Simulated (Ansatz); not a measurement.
**Alloy series in InAs**

The parent structure is InAs in the zinc blende structure (space group F-43m, No. 216; a = 6.186 Å).

The other end (x = 1) is AlAs in the zinc blende structure (space group F-43m, No. 216): 23.50 Å³/atom, gap 1.50 eV.

Al replaces a fraction x of In; each row is one arrangement (x, atoms in the cell, starting space group or random), fully relaxed.

Level of theory: Ansatz (an electronic-structure program) PBE, no SOC.

Notes on the quantities. deviation of the volume from the linear: Vegard-type) interpolation; mixing energy: to 0.01 eV only: unlike meshes or grids.

| case | density | deviation of the volume from the linear | mixing energy | shortest interatomic distance |
|---|---|---|---|---|
| base | 5.32 g/cm³ | – | – | 2.679 Å |
| x(Al) = 0.25, 8 atoms, Amm2 | 4.99 g/cm³ | -0.5 % | +0.02 eV/atom | 2.513 Å |
| x(Al) = 0.25, 8 atoms, P-4m2 | 4.99 g/cm³ | -0.5 % | +0.01 eV/atom | 2.522 Å |
| x(Al) = 0.25, 8 atoms, R3m | 4.98 g/cm³ | -0.3 % | +0.02 eV/atom | 2.475 Å |
| x(Al) = 0.333, 6 atoms, P3m1 | 4.86 g/cm³ | -0.4 % | +0.03 eV/atom | 2.474 Å |
| x(Al) = 0.5, 4 atoms, P-4m2 | 4.60 g/cm³ | -0.9 % | +0.02 eV/atom | 2.502 Å |
| x(Al) = 0.667, 6 atoms, Imm2 | 4.30 g/cm³ | -0.9 % | +0.01 eV/atom | 2.475 Å |
| x(Al) = 0.75, 8 atoms, Pmm2 | 4.14 g/cm³ | -0.7 % | +0.01 eV/atom | 2.472 Å |
| x(Al) = 0.75, 8 atoms, Amm2 | 4.13 g/cm³ | -0.6 % | +0.02 eV/atom | 2.460 Å |
| x(Al) = 0.75, 8 atoms, Cm | 4.14 g/cm³ | -0.7 % | +0.01 eV/atom | 2.452 Å |

Each cell is one ordered arrangement of few atoms, which overstates ordering effects compared with a random alloy. Stability against distortions was not tested. All final runs are without spin polarisation. The zero or small gap of AlIn3As4, InAs and AlIn2As3 can change with the level of theory.
